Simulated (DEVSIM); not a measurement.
System: Schottky contact on n-type GaP, at 350 K.

```csv
layer (left to right),material,thickness (μm),Nd (cm⁻³),τn (s),τp (s)
1,GaP,3.90,4.3e14,1.6e-6,1.6e-6
```

Left contact: Schottky, work function 5.41 eV, emission velocity 1e7 cm/s. Right contact: ohmic. Voltage is applied to the left contact. Recombination: SRH at mid-gap. Mobility is μmin + (μ − μmin)/(1 + (N/Nref)^α).

Constants are typed, rounded textbook-type inputs, not results; the design itself was drawn at random and stands for no fabricated device. Values at 300 K; Nc and Nv go as T^1.5, mobilities as T to minus their exponent, the gap by Varshni's rule with the affinity fixed.

```csv
parameter,GaP
gap (eV),2.26
affinity (eV),3.8
permittivity,11.1
Nc (cm⁻³),1.8e19
Nv (cm⁻³),1.9e19
μn (cm²/Vs),250
μp (cm²/Vs),150
"μn,min",10
"μp,min",10
"Nref,n",4.4e18
"Nref,p",1e18
αn,0.8
αp,0.85
T exponent of μn,1.6
T exponent of μp,1.98
Varshni α (eV/K),0.00058
Varshni β (K),372
```

Model (solved in DEVSIM): 1D drift-diffusion, Boltzmann statistics, complete ionisation; no tunnelling, impact ionisation, image-force lowering or self-heating. Metal contacts follow the ideal Schottky-Mott rule: no Fermi-level pinning, no interface dipoles.

Q: Tabulate band edges, carrier densities and field at zero bias.

A: Energies count from the Fermi level of the right contact; mesh points crowd at the junctions.

```csv
x (μm),Ec (eV),Ev (eV),n (cm⁻³),p (cm⁻³),field (V/cm)
0.000,1.610,-0.629,< 1e2,2.1e10,-13000
0.01207,1.594,-0.645,< 1e2,1.2e10,-13000
0.02798,1.573,-0.666,< 1e2,6.1e9,-13000
0.05394,1.540,-0.700,< 1e2,2.0e9,-13000
0.1026,1.478,-0.762,< 1e2,2.6e8,-13000
0.1656,1.400,-0.839,< 1e2,2.0e7,-12000
0.2599,1.289,-0.950,< 1e2,500000,-11000
0.4367,1.098,-1.141,3500,890,-10000
0.6656,0.883,-1.356,4300000,< 1e2,-8600
0.9674,0.656,-1.583,8.0e9,< 1e2,-6500
1.460,0.423,-1.817,1.9e13,< 1e2,-3000
2.310,0.331,-1.909,3.9e14,< 1e2,-130
2.801,0.328,-1.911,4.3e14,< 1e2,-12
3.174,0.328,-1.911,4.3e14,< 1e2,≈ 0
3.480,0.328,-1.911,4.3e14,< 1e2,≈ 0
3.615,0.328,-1.911,4.3e14,< 1e2,≈ 0
3.718,0.328,-1.911,4.3e14,< 1e2,≈ 0
3.781,0.328,-1.911,4.3e14,< 1e2,≈ 0
3.839,0.328,-1.911,4.3e14,< 1e2,≈ 0
3.867,0.328,-1.911,4.3e14,< 1e2,≈ 0
3.885,0.328,-1.911,4.3e14,< 1e2,≈ 0
3.900,0.328,-1.911,4.3e14,< 1e2,≈ 0
```
